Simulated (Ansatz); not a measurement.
Crystal: La$_{2}$O$_{3}$ (P-3m1, 5 atoms a cell, 16.4 Å³ an atom); both levels run on this one cell.

Complex bands along the normal of (001) by Ansatz (plane waves, PAW, no spin-orbit coupling). r2SCAN gives a gap of 4.22 eV and a slowest mid-gap decay of 0.419 1/Å.

### Question
What does PBE give on the same cell, and what does that do to the current through 2 nm?

### Answer
Gap 3.84 eV, κ = 0.394 1/Å. The mid-gap transmission through 2 nm changes by exp(2 × 20 × (0.419 − 0.394)) = a factor of 2.7 against r2SCAN.

Ansatz is a first-principles code.
